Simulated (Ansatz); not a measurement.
Take SrTiO3 in the cubic perovskite structure (space group Pm-3m, No. 221; a = 3.8911 Å) as the base.

Now apply this change: full substitution Sr → Ba; the structure is relaxed again.

Levels (all Ansatz, an electronic-structure program, PAW): PBEsol (420 eV, without spin-orbit coupling); PBEsol+SOC (420 eV, with spin-orbit coupling).

The geometry is relaxed with PBEsol.

- PBEsol band gap: 1.82 eV
- PBEsol smallest direct gap: 1.89 eV

With PBEsol+SOC at the same geometry, the band gap falls by 0.02 eV (1.82 eV → 1.80 eV); the electron mass (degenerate bands, along [100]) is 0.39, 1.1 mₑ (at Γ); the smallest direct gap drops by 0.06 eV, from 1.89 eV to 1.83 eV.

Single points use the geometry relaxed with PBEsol. Differences between runs with and without spin-orbit coupling are approximate. Masses are band curvatures over ±0.01 Å⁻¹ around the edge. Stability against distortions was not tested. The runs without spin-orbit coupling are not spin-polarised. Many cubic perovskites are stable only at high temperature; tilts and polar distortions were not tested. This is not the structure that BaTiO3 has at room temperature and ambient pressure.
